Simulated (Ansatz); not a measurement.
The starting structures come from a database of crystals and need not be the phases stable at ambient conditions.

The decay constant κ of evanescent states in the gap governs leakage through a thin film.

Data:

```yaml
crystal:
  lattice:
    - [3.92382, 0.00000, 0.00000]
    - [0.00000, 5.51072, 0.00000]
    - [0.00000, 0.00000, 3.92382]
  atoms:
    - { symbol: Zn, position: [0.00000, 0.00000, 0.00000] }
    - { symbol: Sn, position: [0.50000, 0.50000, 0.50000] }
    - { symbol: P, position: [0.50000, 0.77294, 0.00000] }
    - { symbol: P, position: [0.00000, 0.22706, 0.50000] }
```

Space group of this cell: P-4m2. The cell is strained (all lengths scaled by 0.98); by r2SCAN its mean pressure is 5.4 GPa.

Transport runs along the normal of the first two printed cell vectors, the (100) plane of the conventional cell.

The gap is the functional's own. No spin-orbit coupling. Mid-gap values are interpolated on the energy grid.

Question: Give the band gap and the smallest decay constant κ at mid-gap that r2SCAN (Ansatz, an electronic-structure program) yields.

Answer: Gap 1.05 eV on a 8×6×8 mesh; κ = 0.086 1/Å, at the zone centre.
